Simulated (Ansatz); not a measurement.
The parent structure is LiNbO3 (space group R3c, No. 161; a = 5.1898 Å, c = 14.0156 Å (hexagonal axes)).

Structures relaxed with PBE, PAW, 420 eV (Ansatz, a first-principles code; without spin-orbit coupling).

Base:

Simulated powder pattern, Cu Kα1, λ = 1.54056 Å (kinematic, ideal powder, no thermal factors, no anomalous dispersion; the 8 strongest lines at most, above 2 %, up to 2θ = 90°):

```tsv
2θ (°)	I/Imax (%)	hkl
23.50	100	(012)
32.37	39	(104)
34.54	23	(110)
42.20	12	(202)
48.06	19	(024)
52.68	27	(116)
55.62	16	(122)
60.52	14	(214)
```

Now apply this change: the cell is scaled by 0.9663 in all directions, atoms relaxed at fixed cell.

Task: Where do the lines fall after the change?

Result: 
Simulated powder pattern, Cu Kα1, λ = 1.54056 Å (kinematic, ideal powder, no thermal factors, no anomalous dispersion; the 8 strongest lines at most, above 2 %, up to 2θ = 90°):

```
2θ (°)  d (Å)  I/Imax (%)    hkl
------  -----  ----------  -----
24.33   3.656         100  (012)
33.53   2.670          42  (104)
35.78   2.507          23  (110)
43.74   2.068          16  (202)
49.85   1.828          18  (024)
54.67   1.678          28  (116)
57.74   1.595          16  (122)
62.86   1.477          15  (214)
```

The indices refer to the base's conventional cell; one index is shown for lines that coincide.

The cells carry an imposed strain or load. Stability against distortions was not tested.
